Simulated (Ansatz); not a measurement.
Band structure of CrB (Cmcm, 4 atoms in the cell).

```yaml
crystal:
  lattice:
    - [1.45169, -3.89914, 0.00000]
    - [1.45169, 3.89914, 0.00000]
    - [0.00000, 0.00000, 2.90195]
  atoms:
    - { symbol: Cr, position: [0.85462, 0.14538, 0.75000] }
    - { symbol: Cr, position: [0.14538, 0.85462, 0.25000] }
    - { symbol: B, position: [0.56494, 0.43506, 0.75000] }
    - { symbol: B, position: [0.43506, 0.56494, 0.25000] }
```

Level of theory: PBEsol, default PAW files made with PBE (plane waves; Ansatz, a first-principles code).

Settings: kpoints.mp_grid.grid = 8 8 8; hamiltonian.xc = pbesol; hamiltonian.pseudopotentials = {kind: paw} (the program's default PAW files); scf.occupations.method = fermi_dirac; scf.occupations.width = 0.1 eV; kpoints.band_path.npoints = 8.

The starting cell comes from a database of computed structures (which also holds hypothetical and non-ambient phases and stackings), without a prior relaxation at this level. Spin polarisation is off.

Levels in eV from the Fermi level, bands 14 to 20:
```
point     14     15     16     17     18    19    20
-----  -----  -----  -----  -----  -----  ----  ----
Γ      -3.33  -1.88  -0.78  -0.27  -0.13  0.41  0.67
X      -2.95  -1.75  -1.56  -0.84  -0.43  0.92  1.06
S      -3.11  -2.14  -1.61  -0.37  -0.15  0.83  0.89
R      -4.28  -2.46  -2.46   1.01   1.01  1.12  1.12
A      -3.92  -2.45  -2.45   0.81   0.81  1.01  1.01
Z      -3.52  -2.88  -2.88   0.91   0.91  1.11  1.11
Y      -3.14  -2.22  -0.62  -0.28   0.44  0.81  0.92
X1     -2.95  -1.75  -1.56  -0.84  -0.43  0.92  1.06
A1     -3.92  -2.45  -2.45   0.81   0.81  1.01  1.01
T      -2.56  -2.09  -2.09  -0.65  -0.65  0.37  0.37
```

Bands cross the Fermi level along this path, so the cell is metallic at this level.

Keys are those of Ansatz 0.2.
